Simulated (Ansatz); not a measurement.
## TiO2: band gap against pressure

TiO2 (rutile, P4_2/mnm, 10.325 Å³/atom and stress up to 0.01 GPa in the relaxed cell, c along z) under hydrostatic pressure, with the cell free. PBEsol in Ansatz, a plane-wave DFT program (PAW, default set), 420 eV, 7×7×11 Γ-centred mesh, Fermi-Dirac smearing 0.05 eV; ions are relaxed, or left where forces stay under 0.02 eV/Å, within the symmetry of each cell. Gaps are the smallest over the k-mesh and a band path, without spin-orbit coupling; in all rows the valence edge lies at Γ and the conduction edge at Γ.

Here P stands for pressure and Eg for gap.

| pressure (GPa) | gap (eV) |
|---|---|
| 0.0 | 1.869 |
| 0.9 | 1.871 |
| 2.1 | 1.875 |
| 4.5 | 1.882 |
| 9.0 | 1.899 |
| 22.5 | ? |

Fit Eg of the 5 rows that show it with a straight line. Means: P 3.3000, Eg 1.8792. About the means, the sum of products is 0.17460 and the sum of squares of P is 52.020; the slope is their ratio. Least squares gives Eg = 1.8681 + 0.003356·P. Residuals (row less fit): 0.0009, -0.0001, -0.0001, -0.0012, 0.0007; standard error 0.0010 (degrees of freedom: 3). Over these rows the gap moves by 3.4 ± 0.1 meV per GPa.

**Question.** What does the fit predict for Eg at P = 22.5, and how far is the calculated value from it?

**Answer.** Eg = 1.8681 + 0.003356 × 22.5 = 1.9436 eV. The calculation gives 1.961 eV, 0.0174 eV above the prediction (18.9 % of the range of Eg in the table). The row lies outside the fitted rows, so this is an extrapolation. From the scatter of the fitted rows alone, a prediction at this place has a standard error of 0.0028 eV, so the miss is 6.2 times that.

A polynomial of degree 2 through the 6 other runs of the series gives 1.968 there. The primitive cell can neither tilt nor turn polar against its symmetry, as such crystals can under strain. Other structures, which can take over under pressure, weren't tried. Rows are the converged runs of the series near zero and its far end, less any whose ions stayed unrelaxed beside relaxed ones; series whose fitted rows scatter by over a few per cent of the range, as at a crossing or softening among them, aren't shown in this form. Most that stay on the fit to the last digits aren't either.
